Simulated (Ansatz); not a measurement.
# A computed series for AlRu: response to strain

The reference is AlRu in the CsCl type structure (space group Pm-3m, No. 221; relaxed with 0.1 eV smearing).

```yaml
crystal:
  lattice:
    - [2.95452, 0.00000, 0.00000]
    - [0.00000, 2.95452, 0.00000]
    - [0.00000, 0.00000, 2.95452]
  atoms:
    - { symbol: Al, position: [0.50000, 0.50000, 0.50000] }
    - { symbol: Ru, position: [0.00000, 0.00000, 0.00000] }
```

Cartesian axes are those of the cell as printed.

Strains are applied to the cell and any free atomic positions relax; under biaxial strain the out-of-plane vector relaxes too.

Calculations: LDA (Ansatz, a program for electronic structure, PAW, no spin-orbit coupling).

Candidates:
(a) biaxial strain +0.83 %, plane normal [111], relaxed out of plane
(b) biaxial strain +0.42 %, plane normal [111], relaxed out of plane
(c) biaxial strain +2.08 %, plane normal [111], relaxed out of plane

Task: Order them by out-of-plane strain, highest first.

Result: (b) biaxial strain +0.42 %, plane normal [111], relaxed out of plane (-0.27 %), (a) biaxial strain +0.83 %, plane normal [111], relaxed out of plane (-0.52 %), (c) biaxial strain +2.08 %, plane normal [111], relaxed out of plane (-1.23 %)

No phonon test of stability was made. All final runs are without spin polarisation.
